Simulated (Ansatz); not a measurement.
The parent structure is LiF in the rock salt structure (space group Fm-3m, No. 225).

```
CELL_PARAMETERS angstrom
      0.00000     2.00393     2.00393
      2.00393     0.00000     2.00393
      2.00393     2.00393     0.00000
ATOMIC_POSITIONS crystal
  Li 0.00000 0.00000 0.00000
  F  0.50000 0.50000 0.50000
```

Cartesian axes are those of the cell as printed.

The values are results of PBEsol (Ansatz, a program for electronic structure; PAW; 420 eV plane waves; no SOC), not measurements.

Strains are applied to the cell and any free atomic positions relax; under biaxial strain the out-of-plane vector relaxes too.

One change was made to it. Results:

| quantity | base | after |
|---|---|---|
| band gap | 9.05 eV | 8.81 eV |
| pressure (mean of the normal stresses, compression positive) | -0.01 GPa | -1.37 GPa |

Question: Which change produced these results?
A) biaxial strain −1.67 %, plane normal [111], relaxed out of plane
B) biaxial strain +1.25 %, plane normal [111], relaxed out of plane
C) biaxial strain +2.50 %, plane normal [111], relaxed out of plane
D) biaxial strain −0.42 %, plane normal [111], relaxed out of plane
E) biaxial strain +0.83 %, plane normal [111], relaxed out of plane

Answer: B, biaxial strain +1.25 %, plane normal [111], relaxed out of plane. For comparison, the band gap in the other runs: biaxial strain +2.50 %, plane normal [111], relaxed out of plane gives 8.59 eV; biaxial strain +0.83 %, plane normal [111], relaxed out of plane gives 8.89 eV; biaxial strain −0.42 %, plane normal [111], relaxed out of plane gives 9.10 eV; biaxial strain −1.67 %, plane normal [111], relaxed out of plane gives 9.25 eV.

Whether these cells are dynamically stable was not tested.
